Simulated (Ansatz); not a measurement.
Effect of Pb → Ir on PbSe

The parent structure is PbSe in the rock salt structure (space group Fm-3m, No. 225; a = 6.218 Å).

Modification: full substitution Pb → Ir, then cell and atoms are relaxed.

Method: PBE (Ansatz, a quantum-chemistry and plane-wave program; PAW; 420 eV plane waves; no spin-orbit coupling). Settings: 15×15×15 k-points, 0.05 eV Fermi–Dirac smearing, for the changed cell.

```
quantity                             base      changed        shift
-----------------------------  ----------  -----------  -----------
volume per atom                  30.05 Å³     17.44 Å³    -12.61 Å³
density                        7.91 g/cm³  12.91 g/cm³  +5.00 g/cm³
lattice parameter a               6.218 Å      5.186 Å    -1.0314 Å
shortest interatomic distance     3.109 Å      2.593 Å     -0.516 Å
band gap                          0.43 eV         zero            –
```

With Pb present, leaving out spin-orbit coupling can change the band edges. Whether these cells are dynamically stable was not tested. As relaxed here, IrSe is a hypothetical phase, not in the database extracts checked. All final runs are without spin polarisation. An odd electron count without spin: IrSe. IrSe has a high density of states at the Fermi level and may be magnetic at this level.
